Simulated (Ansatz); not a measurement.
Ag on the 1x1 (10-10) surface of wurtzite AlN (cut with top plane Al + N), one in a 2x1 cell, energies for each (31.4 Å²). Energies are against an atom of fcc Ag, without zero-point or thermal terms; each row is named by its start (#2, #3: further inequivalent places of a kind).

Host crystal: wurtzite AlN, with a band gap (PBE, scalar-relativistic without spin-orbit coupling).

Level of theory: PBE (plane waves to 420 eV, PAW; Ansatz, an electronic-structure program).

Set-up: 33 atoms, 8.9 Å thick at the start under the adsorbate (thin: gaps and levels are the slab's own); mesh 3x4x1; 0.01 eV smearing; dipole correction on; 16 atoms held, the rest relaxed; each run with such symmetry as its start has; spin-polarised, no spin-orbit, no U, no dispersion correction.

A negative adsorption energy means that the adsorbate is more stable on the surface than in its reference. Starts that drift may end in the same place. Heights count from the host atoms within 0.3 Å of the top one.

| starting site | E_ads (eV) | height (Å) | nearest host atom (Å) | bonded to | change of the vacuum step (eV) | lateral drift (Å) | moment (μB) |
|---|---|---|---|---|---|---|---|
| top N | 1.50 | 2.25 | N 2.30 | Al + N | -0.03 | 0.6 | 1.0 |
| top Al | 1.50 | 2.25 | N 2.31 | Al + N | -0.03 | 1.1 | 1.0 |
| top Al #2 | 1.45 | 1.70 | N 2.63 | 3 Al | -0.16 | 0.8 | 1.0 |
| hollow Al-Al-N-N | 1.48 | 1.95 | N 2.55 | 3 Al | -0.09 | 0.3 | 1.0 |
| hollow beside Al | 1.15 | 1.89 | N 2.24 | Al + N | -0.27 | 0.8 | 1.0 |
| bridge Al-Al-Al-N (span 3.1 Å) | 1.48 | 1.95 | N 2.57 | 3 Al | -0.11 | 0.2 | 1.0 |
